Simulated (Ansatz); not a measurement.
Levels about the gap of amorphous Si$_{30}$N$_{44}$Ti$_{3}$ (77 atoms in a cell of 902 Å³, 2.95 g/cm³; zone centre alone, so wide bands show as single levels with stretches between that a denser mesh fills), at the geometry that PBE relaxed, where it gives 0.1 GPa on a denser mesh. The participation number counts the atoms over which a state spreads; weights are charges in smoothed Voronoi cells. The levels come from a single point, so bond lengths are those of that geometry. Method of the levels: PBE, scalar-relativistic without spin-orbit coupling (Ansatz, a quantum-chemistry and plane-wave program). Sampling: the zone centre alone; Fermi-Dirac width 0.02 eV; no spin polarisation. At PBE the levels at both edges of the gap are localised (band-tail or defect states), and the nearest spread-out levels lie 2.9 eV apart at the zone centre.

It comes from a melt-quench run on a machine-learned potential (CHGNet), relaxed afterwards by DFT. N atoms were pushed apart under 1.9 Å during the dynamics, to hinder bonds among them. The hot cell started wider than the set density and was brought back towards it in steps. It is the lowest in DFT energy of 2 quenches. It is a model cell: composition and starting density were chosen by hand, and all elements were melted together. No dispersion term was used. Its density started from a set value of 3.05 and ended at 2.95 g/cm³. Cooling (nominally 300 K/ps over its main leg) ran many orders faster than in experiment, which tends to leave more defects and strain. A cell of this size samples the disorder only roughly. Volume and shape were free in the relaxation.

```
E - E(highest filled), eV  filling  participation number        largest on  weight N  weight Ti  weight Si
-------------------------  -------  --------------------  ----------------  --------  ---------  ---------
-0.52                       filled                  17.8   N, 3 neighbours      0.87       0.03       0.10
-0.43                       filled                  23.7   N, 2 neighbours      0.88       0.01       0.11
-0.36                       filled                  19.0   N, 3 neighbours      0.89       0.01       0.10
-0.24                       filled                  12.9   N, 3 neighbours      0.88       0.02       0.10
-0.24                       filled                  16.7   N, 3 neighbours      0.89       0.02       0.09
-0.09                       filled                   8.0   N, 2 neighbours      0.88       0.05       0.07
0.00                        filled                   9.5   N, 3 neighbours      0.87       0.03       0.10
1.66                         empty                   2.7  Ti, 5 neighbours      0.26       0.67       0.07
1.96                         empty                   2.3  Ti, 5 neighbours      0.23       0.70       0.07
2.17                         empty                   5.3  Ti, 5 neighbours      0.26       0.62       0.12
2.33                         empty                   3.2  Ti, 4 neighbours      0.22       0.70       0.08
2.67                         empty                   8.3  Ti, 5 neighbours      0.31       0.53       0.16
2.74                         empty                  13.6  Ti, 5 neighbours      0.37       0.38       0.25
2.81                         empty                   2.5  Ti, 4 neighbours      0.25       0.66       0.09
```

Most localised among these is the empty level at +1.96 eV, on a Ti atom, which has 5 neighbours (N 1.91 Å, N 1.95 Å, N 2.08 Å, N 2.15 Å, N 2.21 Å).
